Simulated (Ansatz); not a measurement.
The starting structures come from a database of crystals and need not be the phases stable at ambient conditions.

 Where the default PAW files enter, the runs use the earlier of Ansatz's two default sets.

Inside the gap of an insulator the Bloch states are evanescent, with a wavenumber k + iκ along the transport direction.

Consider the following.

```yaml
crystal:
  lattice:
    - [4.61443, 0.00000, 0.00000]
    - [0.00000, 6.52579, 0.00000]
    - [0.00000, 3.26289, 3.32948]
  atoms:
    - { symbol: Si, position: [0.33758, 0.83758, 0.50000] }
    - { symbol: Si, position: [0.83758, 0.66242, 0.00000] }
    - { symbol: Si, position: [0.66242, 0.33758, 0.82484] }
    - { symbol: Si, position: [0.16242, 0.16242, 0.67516] }
    - { symbol: Ru, position: [0.62941, 0.12941, 0.50000] }
    - { symbol: Ru, position: [0.12941, 0.37059, 0.00000] }
    - { symbol: Ru, position: [0.37059, 0.62941, 0.24118] }
    - { symbol: Ru, position: [0.87059, 0.87059, 0.25882] }
```

Space group of this cell: P2_1. The cell is strained (lengths across the current scaled by 0.98, ions clamped); by r2SCAN its mean pressure is 11.3 GPa.

Transport runs along the normal of the first two printed cell vectors.

No gap correction and no spin-orbit coupling; mid-gap values are interpolated between computed energies.

Q: Give the band gap and the smallest decay constant κ at mid-gap that r2SCAN in Ansatz (a program for electronic structure) yields.

A: Gap 0.27 eV on a 8×8×10 mesh; κ = 0.095 1/Å, at (0.000, 0.167) of the in-plane reciprocal vectors. At the zone centre, at the nearest computed energy, the slowest state has κ = 0.10 1/Å.
